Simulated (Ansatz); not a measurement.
```
MgS
1.0
    3.71003     0.00000     0.00000
    1.85502     3.21298     0.00000
    1.85502    -1.07099     2.97082
Mg S
1 1
Cartesian
  0.00000   0.00000   0.00000
  1.85502   1.07099   1.48541
```

No spin polarisation.

All numbers come from PBEsol (Ansatz, an electronic-structure program, PAW, scalar-relativistic without spin-orbit coupling). k-mesh 11×11×11 (Γ-centred); smearing 0.05 eV (Fermi–Dirac).

Question: What is the computed valence-band top at Γ (three highest levels, from the VBM)?

Answer: 0.00, -0.17, -0.17 eV.

Question: Predict the band gap.

Answer: 2.57 eV.

The cells carry an imposed strain or load. Stability against distortions was not tested. The cell was made from MgS in the rock salt structure (space group Fm-3m, No. 225) by this change: biaxial strain +1.25 %, plane normal [111], relaxed out of plane.
